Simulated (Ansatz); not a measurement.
Structure of amorphous B30C30 (periodic cell):

```xyz
60
Lattice="7.9572 0.0000 0.0000 0.0000 7.9572 0.0000 0.0000 0.0000 7.9572" Properties=species:S:1:pos:R:3 pbc="T T T"
B      0.8705     1.6952     4.6008
B      4.2739     6.5874     5.5959
B      6.9116     5.7318     7.4738
B      5.5133     3.1352     6.5599
B      4.0707     4.7574     7.1895
B      5.3255     6.0572     3.4604
B      1.0881     4.3349     4.5423
B      1.2737     0.8029     2.0585
B      3.7734     6.8965     0.7071
B      6.2942     7.5877     5.5818
B      4.4169     4.2748     3.5545
B      7.2727     7.8740     3.0614
B      7.4316     2.7188     3.3794
B      2.9511     2.7741     1.3704
B      2.6114     4.1563     0.0617
B      3.9284     3.9651     5.4340
B      1.2636     6.9369     3.9569
B      0.1766     7.3434     0.7335
B      0.2225     2.5002     0.7162
B      1.9506     7.0342     5.5093
B      5.9519     5.9610     1.7063
B      5.6198     0.6464     3.0198
B      3.3344     7.9505     5.4875
B      1.0192     4.4503     2.2840
B      0.1197     1.3593     7.0574
B      6.4722     3.8737     1.8370
B      2.8417     5.8775     7.5842
B      7.2974     3.0143     5.9851
B      5.9885     1.9610     5.2486
B      7.1434     6.0988     3.1384
C      7.0028     7.1405     1.7477
C      6.1623     7.2932     4.0266
C      2.3263     1.3152     1.0360
C      4.3115     2.3765     1.9853
C      4.4129     6.4079     7.1928
C      2.2815     3.7112     5.4543
C      1.6796     3.5934     6.9189
C      7.0110     0.9193     6.0596
C      0.7181     5.5238     3.4920
C      6.1944     4.7707     0.6058
C      0.0597     3.2166     4.6271
C      4.4396     0.9830     2.0307
C      4.6299     5.2963     4.7764
C      7.9075     3.2819     2.0028
C      0.3991     6.3341     7.6035
C      3.5608     4.9398     2.4022
C      5.2882     3.1346     2.8129
C      5.2485     4.0263     7.7426
C      3.4561     0.3723     1.1825
C      1.5841     6.3803     6.8221
C      3.3781     1.5135     5.5455
C      0.3815     3.0117     7.1840
C      2.2022     2.1845     5.2488
C      6.0617     2.0293     3.6004
C      4.3104     6.0327     1.9974
C      0.8276     0.9196     0.5136
C      4.5141     2.3857     5.6718
C      0.7445     0.4701     3.4688
C      5.8190     6.4701     6.5896
C      2.4451     4.2640     1.7021
```

Calculation: PBE, scalar-relativistic without spin-orbit coupling (plane waves to 420 eV, PAW; Ansatz, a quantum-chemistry and plane-wave program).

Preparation: random packing, a CHGNet melt and quench, and a DFT relaxation. The hot cell started wider than the set density and was brought back towards it in steps. It is the lowest in DFT energy of 2 quenches. It is a model cell: composition and starting density were chosen by hand, and all elements were melted together. No dispersion term was used. Its density started from a set value of 2.20 and ended at 2.26 g/cm³. Cooling (nominally 730 K/ps over its main leg) ran many orders faster than in experiment, which tends to leave more defects and strain. Values belong to this one cell and scatter from quench to quench. The volume was free in the relaxation, at fixed shape. Stress components on the final sampling reach 2.0 GPa. On a 2×2×2 Γ-centred mesh force components of up to 0.38 eV/Å stay, since the relaxation ran on one k-point at (1/4, 1/4, 1/4).

Bonds are counted up to B-B 2.04 Å, B-C 1.94 Å, C-C 1.78 Å.

**Question.** Give the coordination numbers, mean bond lengths and angles.

**Answer.** 
```
Item                                                             Value
----------------------  ----------------------------------------------
Mean coordination of B  4.00 (12 with 3, 8 with 4, 8 with 5, 2 with 6)
Mean coordination of C           3.73 (11 with 3, 16 with 4, 3 with 5)
Mean B-C bond                     1.609 Å (spread 0.073 Å, 80 counted)
Mean B-B bond                     1.829 Å (spread 0.100 Å, 20 counted)
Mean C-C bond                     1.480 Å (spread 0.072 Å, 16 counted)
Bond angle at B                              mean 105.2°, spread 28.5°
Bond angle at C                              mean 109.5°, spread 21.7°
```
